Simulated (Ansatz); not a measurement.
NiSi (P2₁3, No. 198, 8 atoms in the cell; start mp-1095177; a measured phase of this formula has another space group)

Calculation: PBEsol in Ansatz (plane waves, PAW).

Numerical settings: plane-wave cutoff 520 eV, 12×12×12 k mesh, Fermi–Dirac smearing 0.05 eV, no spin polarisation, scalar-relativistic PAW data made under PBE.

Cell (relaxed at this level):

```xyz
8
Lattice="4.4678 0.0000 0.0000 0.0000 4.4678 0.0000 0.0000 0.0000 4.4678" Properties=species:S:1:pos:R:3 pbc="T T T"
Si     2.9198     0.6859     1.5480
Si     3.7819     3.7819     3.7819
Si     0.6859     1.5480     2.9198
Si     1.5480     2.9198     0.6859
Ni     1.5683     3.8022     2.8996
Ni     0.6657     0.6657     0.6657
Ni     3.8022     2.8996     1.5683
Ni     2.8996     1.5683     3.8022
```

```json
{
 "bulk modulus B0": "201 GPa"
}
```

Note: the run has no spin polarisation, so it can have missed a magnetic state; the bulk modulus is −V dP/dV from two relaxed cells at ±2 % in volume; the relaxation could not lower the start's symmetry, so the cell can be a saddle point above a distorted one.

The computed numbers hold no vibrational or temperature effects.

Computing time: roughly 7 core-minutes.

A start named mp-… is a Materials Project structure, which need not be a measured phase.

Ansatz is a program for electronic structure.
